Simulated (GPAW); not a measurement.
GPAW run on CdSe (F-43m, 2 atoms in the cell): self-consistent single point.

Method of the run: PBE, GPAW PAW datasets PBE (gpaw-data 1.0.1) (plane waves; GPAW).

```yaml
crystal:
  lattice:
    - [0.00000, 3.02500, 3.02500]
    - [3.02500, 0.00000, 3.02500]
    - [3.02500, 3.02500, 0.00000]
  atoms:
    - { symbol: Cd, position: [0.00000, 0.00000, 0.00000] }
    - { symbol: Se, position: [0.25000, 0.25000, 0.25000] }
```

Reference input (self-consistent single point, DFT PBE, plane waves, GPAW PAW datasets PBE (gpaw-data 1.0.1)): mode = pw; ecut = 600 eV; xc = PBE; kpts = 9 9 9; mesh shift (steps) = 0 0 0; occupations.name = fermi-dirac; occupations.width = 0.05 eV; nbands = -6; convergence.density = 1e-05 e/electron; convergence.energy = 1e-05 eV/electron; convergence.bands = -4; symmetry.symmorphic = false. This run's input differs from it in these lines:

```diff
@@ -14,3 +14,3 @@
             xc='PBE',
-            kpts=(9, 9, 9),
+            kpts={'size': (4, 4, 4), 'gamma': True},
             occupations={'name': 'fermi-dirac', 'width': 0.05},
```

The program printed (abridged):

```
     iter     time        total  log10-change:
                         energy   eigst   dens
iter:   1 --:--:--    -5.965373   +0.42
iter:   2 --:--:--    -5.888881   -1.17  -1.17
iter:   3 --:--:--    -5.615543   -1.29  -1.20
iter:   4 --:--:--    -5.608873   -3.22  -1.62
iter:   5 --:--:--    -5.621828   -2.40  -1.65
iter:   6 --:--:--    -5.607023   -3.29  -2.25
iter:   7 --:--:--    -5.604181   -3.58  -2.63
iter:   8 --:--:--    -5.604097   -4.01  -2.94
iter:   9 --:--:--    -5.604109c  -5.57  -3.25
iter:  10 --:--:--    -5.604015c  -4.85  -3.38
iter:  11 --:--:--    -5.604015c  -6.74  -4.16
iter:  12 --:--:--    -5.604016c  -6.62  -4.20
iter:  13 --:--:--    -5.604016c  -6.60  -4.29
iter:  14 --:--:--    -5.604015c  -7.50c -4.52
iter:  15 --:--:--    -5.604015c  -8.70c -4.88
iter:  16 --:--:--    -5.604015c  -9.30c -4.91
iter:  17 --:--:--    -5.604015c  -9.52c -4.95
iter:  18 --:--:--    -5.604015c  -9.14c -5.15c
Converged after 18 iterations.

Dipole moment: (-3.245664, -3.245664, -3.245664) |e|*Ang

Energy contributions relative to reference atoms: (reference = -218276.650467)

Kinetic:        +21.908076
Potential:      -19.540116
External:        +0.000000
XC:              -8.021490
Entropy (-ST):   -0.000078
Local:           +0.049554
SIC:             +0.000000
--------------------------
Free energy:     -5.604054
Extrapolated:    -5.604015

Showing only first 2 kpts
 Kpt  Band  Eigenvalues  Occupancy
  0     7      3.83298    1.99769
  0     8      3.83298    1.99769
  0     9      4.45398    0.00695
  0    10      9.72462    0.00000

  1     7      2.75638    2.00000
  1     8      2.75638    2.00000
  1     9      7.14838    0.00000
  1    10      8.01427    0.00000

Fermi level: 4.17103

Gap: 0.621 eV
Transition (v -> c):
  (s=0, k=0, n=8, [0.00, 0.00, 0.00]) -> (s=0, k=0, n=9, [0.00, 0.00, 0.00])
No difference between direct/indirect transitions
Energy (eV): -5.604015

Forces in eV/Ang:
  0 Cd   -0.00000    0.00000    0.00000
  1 Se    0.00000    0.00000    0.00000

Stress tensor:
    -0.023530    -0.000000    -0.000000
    -0.000000    -0.023530    -0.000000
    -0.000000    -0.000000    -0.023530
Stress (GPa, Voigt): [-3.7699 -3.7699 -3.7699 -0.     -0.     -0.    ]
```

The run converged in 18 iterations. GPAW prints stress with tension positive. Against the reference run the free energy rises by 25.2 meV/atom, the pressure goes from 3.56 to 3.77 GPa and the gap on the mesh goes from 0.635 to 0.621 eV.

The starting cell has typed, rounded lattice constants, without a prior relaxation at this level. With a pressure of about 4 GPa the cell is away from its equilibrium volume at this level.
